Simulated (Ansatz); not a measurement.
Input for ZrO2 (baddeleyite start, 48-atom cell) (held in this type by symmetry, stable or not):

Ansatz 0.2 input:
```yaml
crystal:
  lattice:
    - [4.280125, 5.22811, 5.257572]
    - [-4.280125, 5.22811, -5.257572]
    - [-6.027855, 5.22811, 5.257572]
  atoms:
    - { symbol: Zr, position: [0.37409, 0.36966, 0.71144] }
    - { symbol: Zr, position: [0.37409, 0.86966, 0.21144] }
    - { symbol: Zr, position: [0.87409, 0.36966, 0.21144] }
    - { symbol: Zr, position: [0.87409, 0.86966, 0.71144] }
    - { symbol: Zr, position: [0.62591, 0.63034, 0.28856] }
    - { symbol: Zr, position: [0.62591, 0.13034, 0.78856] }
    - { symbol: Zr, position: [0.12591, 0.63034, 0.78856] }
    - { symbol: Zr, position: [0.12591, 0.13034, 0.28856] }
    - { symbol: Zr, position: [0.8311, 0.58553, 0.53856] }
    - { symbol: Zr, position: [0.8311, 0.08553, 0.03856] }
    - { symbol: Zr, position: [0.3311, 0.58553, 0.03856] }
    - { symbol: Zr, position: [0.3311, 0.08553, 0.53856] }
    - { symbol: Zr, position: [0.1689, 0.41447, 0.46144] }
    - { symbol: Zr, position: [0.1689, 0.91447, 0.96144] }
    - { symbol: Zr, position: [0.6689, 0.41447, 0.96144] }
    - { symbol: Zr, position: [0.6689, 0.91447, 0.46144] }
    - { symbol: O, position: [0.594, 0.38231, 0.76766] }
    - { symbol: O, position: [0.594, 0.88231, 0.26766] }
    - { symbol: O, position: [0.094, 0.38231, 0.26766] }
    - { symbol: O, position: [0.094, 0.88231, 0.76766] }
    - { symbol: O, position: [0.406, 0.61769, 0.23234] }
    - { symbol: O, position: [0.406, 0.11769, 0.73234] }
    - { symbol: O, position: [0.906, 0.61769, 0.73234] }
    - { symbol: O, position: [0.906, 0.11769, 0.23234] }
    - { symbol: O, position: [0.39997, 0.36166, 0.48234] }
    - { symbol: O, position: [0.39997, 0.86166, 0.98234] }
    - { symbol: O, position: [0.89997, 0.36166, 0.98234] }
    - { symbol: O, position: [0.89997, 0.86166, 0.48234] }
    - { symbol: O, position: [0.60003, 0.63834, 0.51766] }
    - { symbol: O, position: [0.60003, 0.13834, 0.01766] }
    - { symbol: O, position: [0.10003, 0.63834, 0.01766] }
    - { symbol: O, position: [0.10003, 0.13834, 0.51766] }
    - { symbol: O, position: [0.19412, 0.489315, 0.642315] }
    - { symbol: O, position: [0.19412, 0.989315, 0.142315] }
    - { symbol: O, position: [0.69412, 0.489315, 0.142315] }
    - { symbol: O, position: [0.69412, 0.989315, 0.642315] }
    - { symbol: O, position: [0.80588, 0.510685, 0.357685] }
    - { symbol: O, position: [0.80588, 0.010685, 0.857685] }
    - { symbol: O, position: [0.30588, 0.510685, 0.857685] }
    - { symbol: O, position: [0.30588, 0.010685, 0.357685] }
    - { symbol: O, position: [0.88163, 0.836435, 0.107685] }
    - { symbol: O, position: [0.88163, 0.336435, 0.607685] }
    - { symbol: O, position: [0.38163, 0.836435, 0.607685] }
    - { symbol: O, position: [0.38163, 0.336435, 0.107685] }
    - { symbol: O, position: [0.11837, 0.163565, 0.892315] }
    - { symbol: O, position: [0.11837, 0.663565, 0.392315] }
    - { symbol: O, position: [0.61837, 0.163565, 0.392315] }
    - { symbol: O, position: [0.61837, 0.663565, 0.892315] }
basis:
  ecutwfc: 420
  ecutrho_ratio: 4
  xc_grid: 2
kpoints:
  mp_grid: { grid: [3, 3, 3] }
hamiltonian:
  xc: pbe
  dispersion: none
  pseudopotentials: { kind: paw }
scf:
  n_extra_bands: 26
  occupations: { method: fermi_dirac, width: 0.01 }
output:
  forces: true
  stress: true
  eigenstates:
    kpoints:
      - [0.0, 0.0, 0.0]
      - [-0.5, -0.5, -0.5]
    e_range: [-4.0, 6.0]
    localisation: true
relax:
  f_tol: 0.03
  max_steps: 90
  cell: { stress_tol: 0.15 }
```

Method: PBE (plane waves to 420 eV, PAW; Ansatz, a quantum-chemistry and plane-wave program). Spin–orbit coupling is left out. Its k-point mesh 3×3×3, Fermi–Dirac width 0.01 eV.

Write the closing report of this run, without the band table and long remarks, to eight decimals at most.


```
SCF converged after 4 iterations
Free energy (F): -85184.542540 eV
Harris-Foulkes:  -85184.542540 eV  (|F-HF|=2.81e-9)
Internal energy: -85184.542540 eV  (E = F + TS)
E sigma→0 (E₀):  -85184.542540 eV
Fermi energy:    11.967901 eV
--- Per-component energies (eV) ---
  E_band       = -1592.234165
  E_kinetic    = 10976.386251
  E_local      = -20664.980613  (includes V_loc(G=0)·N_el)
  E_nonlocal   = 2741.985896
  E_hartree    = 6932.434449
  E_xc         = -4981.830111
  E_vxc        = -6111.745885  (∫ρ·V_xc dr)
  E_paw        = -52301.024020  (= ΣΔE_a)
  E_vpaw       = -2398.829759  (= ΣTr[D̂ρ^β])
  E_aug_tail   = 0.079557  (compensation charges beyond the density's cutoff)
  E_ewald      = -27887.593950
  E_smearing   = 0.000000  (= −TS)
  E_closure    = 0.000000  (closes the sum)
  Σ components = -85184.542540   (vs F -85184.542540, Δ=0.00e0)
--- Forces (eV/Å), atoms counted from 1 ---
  atom   1  Zr     0.00103981    -0.00067130    -0.00132602
  atom   2  Zr     0.00103981    -0.00067130    -0.00132602
  atom   3  Zr     0.00103981    -0.00067130    -0.00132602
  atom   4  Zr     0.00103981    -0.00067130    -0.00132602
  atom   5  Zr    -0.00103981     0.00067130     0.00132602
  atom   6  Zr    -0.00103981     0.00067130     0.00132602
  atom   7  Zr    -0.00103981     0.00067130     0.00132602
  atom   8  Zr    -0.00103981     0.00067130     0.00132602
  atom   9  Zr    -0.00103981    -0.00067130     0.00132602
  atom  10  Zr    -0.00103981    -0.00067130     0.00132602
  atom  11  Zr    -0.00103981    -0.00067130     0.00132602
  atom  12  Zr    -0.00103981    -0.00067130     0.00132602
  atom  13  Zr     0.00103981     0.00067130    -0.00132602
  atom  14  Zr     0.00103981     0.00067130    -0.00132602
  atom  15  Zr     0.00103981     0.00067130    -0.00132602
  atom  16  Zr     0.00103981     0.00067130    -0.00132602
  atom  17  O      0.00214617    -0.00036852     0.00032233
  atom  18  O      0.00214617    -0.00036852     0.00032233
  atom  19  O      0.00214617    -0.00036852     0.00032233
  atom  20  O      0.00214617    -0.00036852     0.00032233
  atom  21  O     -0.00214617     0.00036852    -0.00032233
  atom  22  O     -0.00214617     0.00036852    -0.00032233
  atom  23  O     -0.00214617     0.00036852    -0.00032233
  atom  24  O     -0.00214617     0.00036852    -0.00032233
  atom  25  O     -0.00214617    -0.00036852    -0.00032233
  atom  26  O     -0.00214617    -0.00036852    -0.00032233
  atom  27  O     -0.00214617    -0.00036852    -0.00032233
  atom  28  O     -0.00214617    -0.00036852    -0.00032233
  atom  29  O      0.00214617     0.00036852     0.00032233
  atom  30  O      0.00214617     0.00036852     0.00032233
  atom  31  O      0.00214617     0.00036852     0.00032233
  atom  32  O      0.00214617     0.00036852     0.00032233
  atom  33  O      0.00129630    -0.00066944     0.00139542
  atom  34  O      0.00129630    -0.00066944     0.00139542
  atom  35  O      0.00129630    -0.00066944     0.00139542
  atom  36  O      0.00129630    -0.00066944     0.00139542
  atom  37  O     -0.00129630     0.00066944    -0.00139542
  atom  38  O     -0.00129630     0.00066944    -0.00139542
  atom  39  O     -0.00129630     0.00066944    -0.00139542
  atom  40  O     -0.00129630     0.00066944    -0.00139542
  atom  41  O     -0.00129630    -0.00066944    -0.00139542
  atom  42  O     -0.00129630    -0.00066944    -0.00139542
  atom  43  O     -0.00129630    -0.00066944    -0.00139542
  atom  44  O     -0.00129630    -0.00066944    -0.00139542
  atom  45  O      0.00129630     0.00066944     0.00139542
  atom  46  O      0.00129630     0.00066944     0.00139542
  atom  47  O      0.00129630     0.00066944     0.00139542
  atom  48  O      0.00129630     0.00066944     0.00139542
  max |Σ_I F_I| component: 5.20e-18 eV/Å
--- Stress (GPa, compression-positive) ---
       -0.008207       0.000000       0.002086
        0.000000      -0.009375      0.000000
        0.002086      0.000000      -0.010950
  P = ⅓ Tr σ = -0.0095 GPa (-0.095 kbar)
--- Relaxed structure (7 steps of the walk, 7 accepted, 2 SCFs on fresh bases) ---
  F+E_penalty+E_count = -85184.54254017 eV   max|allowed force component| = 2.146e-3 eV/Å   (the final SCF, on the basis selected at the relaxed cell)
  cell:  # Å, volume = 576.9243 Å³
    - [4.29736414, 5.24234354, 5.29147579]
    - [-4.29736414, 5.24234354, -5.29147579]
    - [-6.08186062, 5.24234354, 5.31567626]
  atoms:
    - { symbol: Zr, position: [0.36599408, 0.37309628, 0.71713004] }
    - { symbol: Zr, position: [0.36599408, 0.87309628, 0.21713004] }
    - { symbol: Zr, position: [0.86599408, 0.37309628, 0.21713004] }
    - { symbol: Zr, position: [0.86599408, 0.87309628, 0.71713004] }
    - { symbol: Zr, position: [0.63400592, 0.62690372, 0.28286996] }
    - { symbol: Zr, position: [0.63400592, 0.12690372, 0.78286996] }
    - { symbol: Zr, position: [0.13400592, 0.62690372, 0.78286996] }
    - { symbol: Zr, position: [0.13400592, 0.12690372, 0.28286996] }
    - { symbol: Zr, position: [0.84022632, 0.58312412, 0.53286996] }
    - { symbol: Zr, position: [0.84022632, 0.08312412, 0.03286996] }
    - { symbol: Zr, position: [0.34022632, 0.58312412, 0.03286996] }
    - { symbol: Zr, position: [0.34022632, 0.08312412, 0.53286996] }
    - { symbol: Zr, position: [0.15977368, 0.41687588, 0.46713004] }
    - { symbol: Zr, position: [0.15977368, 0.91687588, 0.96713004] }
    - { symbol: Zr, position: [0.65977368, 0.41687588, 0.96713004] }
    - { symbol: Zr, position: [0.65977368, 0.91687588, 0.46713004] }
    - { symbol: O, position: [0.59708821, 0.38384513, 0.76230630] }
    - { symbol: O, position: [0.59708821, 0.88384513, 0.26230630] }
    - { symbol: O, position: [0.09708821, 0.38384513, 0.26230630] }
    - { symbol: O, position: [0.09708821, 0.88384513, 0.76230630] }
    - { symbol: O, position: [0.40291179, 0.61615487, 0.23769370] }
    - { symbol: O, position: [0.40291179, 0.11615487, 0.73769370] }
    - { symbol: O, position: [0.90291179, 0.61615487, 0.73769370] }
    - { symbol: O, position: [0.90291179, 0.11615487, 0.23769370] }
    - { symbol: O, position: [0.39615143, 0.35939451, 0.48769370] }
    - { symbol: O, position: [0.39615143, 0.85939451, 0.98769370] }
    - { symbol: O, position: [0.89615143, 0.35939451, 0.98769370] }
    - { symbol: O, position: [0.89615143, 0.85939451, 0.48769370] }
    - { symbol: O, position: [0.60384857, 0.64060549, 0.51230630] }
    - { symbol: O, position: [0.60384857, 0.14060549, 0.01230630] }
    - { symbol: O, position: [0.10384857, 0.64060549, 0.01230630] }
    - { symbol: O, position: [0.10384857, 0.14060549, 0.51230630] }
    - { symbol: O, position: [0.19579026, 0.48833800, 0.64239203] }
    - { symbol: O, position: [0.19579026, 0.98833800, 0.14239203] }
    - { symbol: O, position: [0.69579026, 0.48833800, 0.14239203] }
    - { symbol: O, position: [0.69579026, 0.98833800, 0.64239203] }
    - { symbol: O, position: [0.80420974, 0.51166200, 0.35760797] }
    - { symbol: O, position: [0.80420974, 0.01166200, 0.85760797] }
    - { symbol: O, position: [0.30420974, 0.51166200, 0.85760797] }
    - { symbol: O, position: [0.30420974, 0.01166200, 0.35760797] }
    - { symbol: O, position: [0.88073003, 0.83818229, 0.10760797] }
    - { symbol: O, position: [0.88073003, 0.33818229, 0.60760797] }
    - { symbol: O, position: [0.38073003, 0.83818229, 0.60760797] }
    - { symbol: O, position: [0.38073003, 0.33818229, 0.10760797] }
    - { symbol: O, position: [0.11926997, 0.16181771, 0.89239203] }
    - { symbol: O, position: [0.11926997, 0.66181771, 0.39239203] }
    - { symbol: O, position: [0.61926997, 0.16181771, 0.39239203] }
    - { symbol: O, position: [0.61926997, 0.66181771, 0.89239203] }
```

Cost: roughly 11 core-minutes.
